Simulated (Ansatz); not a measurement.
The parent structure is NaF in the rock salt structure (space group Fm-3m, No. 225; a = 4.5945 Å).

Calculations: DFT with r2SCAN, PAW potentials and a 500 eV plane-wave cutoff in Ansatz (an electronic-structure program), spin-orbit coupling left out.

Base values:

| Quantity | Result |
|---|---|
| Volume per atom | 12.12 Å³ |

It is then changed as follows: a negative pressure, −2 GPa.

**Question.** What does the calculation give for the volume per atom after the change?

**Answer.** The volume per atom rises by 0.502 Å³ (12.12 Å³ → 12.63 Å³).

**Question.** What does the calculation give for the mean gap deformation potential ΔEg/Δln V after the change?

**Answer.** The mean gap deformation potential ΔEg/Δln V is -5.7 eV.

Load acts through the strain it causes; cell and atoms are relaxed under it. Stability against distortions was not tested.
